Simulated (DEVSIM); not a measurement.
System: Ru/HfO2/n-Ge capacitor, at 400 K.

```tsv
layer (left to right)	material	thickness (nm)	Nd (cm⁻³)
1	HfO2	12.0	-
2	Ge	820	5.3e17
```

Metal gate on the left, work function 4.7 eV. Fixed charge at the semiconductor interface 0 cm⁻² (in units of +e); no interface traps.

The device is made up for the run: typed textbook-type constants, with dimensions and the other settings drawn at random. Values at 300 K; Nc and Nv go as T^1.5, mobilities as T to minus their exponent, the gap by Varshni's rule with the affinity fixed.

| parameter | HfO2 | Ge |
|---|---|---|
| gap (eV) | 5.7 | 0.664 |
| affinity (eV) | 2.5 | 4 |
| permittivity | 22 | 16 |
| Nc (cm⁻³) | - | 1.04e19 |
| Nv (cm⁻³) | - | 6e18 |
| Varshni α (eV/K) | - | 0.000477 |
| Varshni β (K) | - | 235 |

Model (solved in DEVSIM): 1D Poisson equation in equilibrium, Boltzmann statistics, complete ionisation; no quantum confinement or tunnelling. Metal contacts follow the ideal Schottky-Mott rule: no Fermi-level pinning, no interface dipoles.

The temperature was swept, all else fixed.

| temperature (K) | flat-band voltage (V) | minimum of the low-frequency capacitance (μF/cm²) | threshold voltage (band bending 2φF) (V) |
|---|---|---|---|
| 250 | 0.64 | ? | ? |
| 300 | 0.62 | 0.318 | -0.12 |
| 350 | 0.60 | 0.344 | -0.07 |
| 400 | 0.58 | 0.378 | -0.02 |
| 450 | 0.56 | 0.423 | 0.04 |
| 500 | 0.54 | 0.484 | 0.09 |

Task: Fill in the missing entries.

Result: 
- 250, minimum of the low-frequency capacitance (μF/cm²): 0.298
- 250, threshold voltage (band bending 2φF) (V): -0.17
